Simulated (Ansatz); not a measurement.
Amorphous In9Ga9Zn9O38Sn, 66 atoms at 5.92 g/cm³, one PBE-relaxed geometry, zone centre. Methods: PBE, scalar-relativistic without spin-orbit coupling (Ansatz, a program for electronic structure); r2SCAN, scalar-relativistic without spin-orbit coupling (Ansatz); HSE06, scalar-relativistic without spin-orbit coupling (Ansatz). Plane waves to 420 eV (r2SCAN 500 eV); exact exchange is cut at the cell's faces. At PBE the levels at the filled edge of the gap are localised (band-tail or defect states). All rungs ran without spin polarisation.

Preparation: random packing, a CHGNet melt and quench, and a DFT relaxation. O atoms were pushed apart under 1.9 Å during the dynamics, to hinder bonds among them. The hot cell started wider than the set density and was brought back towards it in steps. It is the lowest in DFT energy of 2 quenches. It is a model cell: composition and starting density were chosen by hand, and all elements were melted together. No dispersion term was used. Its density started from a set value of 5.91 and ended at 5.92 g/cm³. Cooling (nominally 260 K/ps over its main leg) ran many orders faster than in experiment, which tends to leave more defects and strain. One small periodic cell is one sample of the glass; other quenches scatter about these values. Volume and shape were free in the relaxation.

The relaxation ran on the zone centre alone. At PBE the level gap is 0.69 eV on a 2×2×2 Γ-centred mesh, and the spacing at the zone centre alone 0.70 eV.

What zone-centre spacing does r2SCAN give, roughly?

1.14 eV (+0.44 eV against PBE).

What zone-centre spacing does HSE06 give, roughly?

2.25 eV (+1.55 eV against PBE).

The highest filled and the lowest empty state spread over these numbers of atoms (participation numbers): PBE: 9.8 and 60.5; r2SCAN: 8.8 and 59.8; HSE06: 8.2 and 59.5.
